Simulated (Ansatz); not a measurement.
Functionals compared on F on the 1x1 (100) surface of monoclinic HfO2 (cut with top plane 2 O), one in a 1x1 cell, started at the site 'bridge O-O (span 5.3 Å)', in Ansatz (plane waves, PAW). The structure was relaxed with PBE; the other rows are single points on it, each with its references at the same level. Cutoff 420 eV (500 eV for r2SCAN). The points keep PBE's geometry, so the relaxation of a polaron and the settling of charge on one site are left out.

Host crystal: monoclinic HfO2, with a band gap (PBE, scalar-relativistic without spin-orbit coupling).

Slab: 25 atoms, 9.3 Å thick at the start under the adsorbate (thin: gaps and levels are the slab's own); k 4x4x1, smearing 0.01 eV, dipole-corrected; 12 atoms held, the rest relaxed; no symmetry held; spin-polarised, ending with about 1.0 μB a cell, a value that depends on the mesh; orders that need a larger cell were not tried, no spin-orbit, no U, no dispersion correction. The slab shows no gap over 0.04 eV on its mesh. At the end it is bonded to Hf. In PBE it is, or lies within 0.03 eV of, the lowest of the starts that converged. These notes are the PBE run's. r2SCAN: The program's check for a lower electronic state was not made. Adsorption energies are against ½ F2(g). A negative adsorption energy means that the adsorbate is more stable on the surface than in its reference.

| functional | adsorption energy (eV) | work function of the top face (eV) | rough cost of the single point |
|---|---|---|---|
| PBE | -1.81 | 8.86 | – |
| RPBE | (withheld) | (withheld) | roughly 6 core-minutes |
| r2SCAN | -1.94 | 9.08 | very roughly 14 core-minutes |

Task: Some entries are withheld; supply them.

Result: 
- RPBE, adsorption energy (eV): -1.75
- RPBE, work function of the top face (eV): 8.73

Ansatz is an electronic-structure program.
